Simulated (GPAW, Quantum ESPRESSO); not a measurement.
A GPAW input for a self-consistent single point of TlRh3 (P1, 8 atoms in the cell) (DFT PBEsol, plane waves, GPAW PAW datasets PBEsol (made by gpaw-setup)):

```python
from ase import Atoms
from ase.units import GPa
from gpaw import GPAW, PW, FermiDirac

atoms = Atoms(['Tl', 'Tl', 'Rh', 'Rh', 'Rh', 'Rh', 'Rh', 'Rh'],
              cell=[[5.711970, 0.000000, 0.000000],
                    [-2.855985, 4.946711, 0.000000],
                    [0.000000, 0.000000, 4.571290]],
              positions=[[2.913884, 1.681362, 1.235089],
                         [-0.030919, 3.346974, 3.422507],
                         [1.408398, 0.785473, 3.443388],
                         [1.488111, 4.156504, 1.153327],
                         [0.088236, 1.581468, 1.140340],
                         [2.842096, 3.311749, 3.383870],
                         [4.238142, 0.778192, 3.386887],
                         [-1.524014, 4.145121, 1.119756]],
              pbc=True)

calc = GPAW(mode=PW(600),
            xc='PBEsol',
            kpts=(5, 5, 5),
            occupations=FermiDirac(0.1),
            nbands=-12,
            convergence={'forces': 0.001},
            symmetry={'symmorphic': False, 'tolerance': 0.0005},
            maxiter=150,
            txt='-')

atoms.calc = calc

energy = atoms.get_potential_energy()
print('Energy (eV):', round(energy, 6))
forces = atoms.get_forces()
print('Forces (eV/Ang):')
print(forces.round(5))
stress = atoms.get_stress()
print('Stress (GPa, Voigt):', (stress / GPa).round(4))
```

**Question.** Translate this input to Quantum ESPRESSO.

**Answer.** One input that does it (others would too):

```fortran
&control
    calculation = 'scf'
    outdir = './out'
    pseudo_dir = './'
    tprnfor = .true.
    tstress = .true.
/
&system
    ibrav = 0
    nat = 8
    ntyp = 2
    ecutwfc = 40
    ecutrho = 320
    occupations = 'smearing'
    smearing = 'fermi-dirac'
    degauss = 0.0073499
/
&electrons
    conv_thr = 1.0e-11
/
ATOMIC_SPECIES
Tl   204.3800  tl_pbesol_v1.2.uspp.F.UPF
Rh   102.9055  rh_pbesol_v1.4.uspp.F.UPF
ATOMIC_POSITIONS angstrom
Tl    2.9138843839    1.6813623353    1.2350894174
Tl   -0.0309188936    3.3469743429    3.4225065378
Rh    1.4083975869    0.7854733996    3.4433881906
Rh    1.4881109842    4.1565035980    1.1533273244
Rh    0.0882356566    1.5814684534    1.1403402895
Rh    2.8420963449    3.3117488138    3.3838699948
Rh    4.2381417967    0.7781918410    3.3868870462
Rh   -1.5240135717    4.1451212160    1.1197557707
K_POINTS automatic
5 5 5  0 0 0
CELL_PARAMETERS angstrom
   5.7119700000     0.0000000000     0.0000000000
  -2.8559850000     4.9467110000     0.0000000000
   0.0000000000     0.0000000000     4.5712900000
```

Basis settings and potentials, where a program has them, do not carry over. This input uses DFT, PBEsol, plane waves, GBRV 1.5 ultrasoft (PBESOL) pseudopotentials.

The starting cell comes from a database of computed structures (which also holds hypothetical and non-ambient phases and stackings), without a prior relaxation at this level. For this run, on top of that: atoms moved at random.
